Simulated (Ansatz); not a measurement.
# PtTe2: response to strain

The reference is PtTe2 (space group P-3m1, No. 164; a = 4.009 Å, c = 4.960 Å; layered; relaxed with 0.1 eV smearing).

Strains are applied to the cell and any free atomic positions relax.

The values are results of Ansatz (a program for electronic structure), PBEsol-D3(BJ), PAW, cutoff 420 eV, spin-orbit coupling left out, not measurements.

Notes on the quantities. energy relative to the base: free energy F.

```csv
isotropic strain (%),energy relative to the base (meV/atom)
-2.5,42.3
-2,26.4
-1,?
-0.5,1.5
0,0.0
0.5,1.5
1.5,12.6
2.5,33.5
3,47.1
```

Fit ΔE = Aε² + Bε³ (ε in %) to the rows shown and predict the withheld row.

Least squares on the printed values gives A = 6.06 and B = -0.28 meV/atom (largest residual 0.1 meV/atom); this predicts 6.3 meV/atom, and the run gives 6.3 meV/atom, in agreement.

Whether these cells are dynamically stable was not tested. The final runs are not spin-polarised.
